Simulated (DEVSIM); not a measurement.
Structure: TaN/SiON/p-In0.53Ga0.47As capacitor, at 300 K.

```csv
layer (left to right),material,thickness (nm),Na (cm⁻³)
1,SiON,4.60,-
2,In0.53Ga0.47As,3300,3e16
```

Metal gate on the left, work function 4.4 eV. Fixed charge at the semiconductor interface 7.4e10 cm⁻² (in units of +e); no interface traps.

This is a model device: material constants are rounded textbook-type values typed into the input, and sizes, dopings and lifetimes were drawn at random. Values at 300 K.

```
parameter      SiON  In0.53Ga0.47As
-------------  ----  --------------
gap (eV)          7            0.74
affinity (eV)   1.4            4.51
permittivity    5.5            13.9
Nc (cm⁻³)         -          2.1e17
Nv (cm⁻³)         -          7.7e18
```

Model (solved in DEVSIM): 1D Poisson equation in equilibrium, Boltzmann statistics, complete ionisation; no quantum confinement or tunnelling. Metal contacts follow the ideal Schottky-Mott rule: no Fermi-level pinning, no interface dipoles.

The gate work function was swept, all else fixed.

```csv
gate work function (eV),threshold voltage (band bending 2φF) (V),flat-band voltage (V)
4.1,-0.40,-1.02
4.25,-0.25,-0.87
4.4,-0.10,-0.72
4.55,0.05,-0.57
4.7,0.20,-0.42
```

From the first row to the last the threshold voltage (band bending 2φF) goes from -0.40 to 0.20. From the first row to the last the flat-band voltage goes from -1.02 to -0.42.
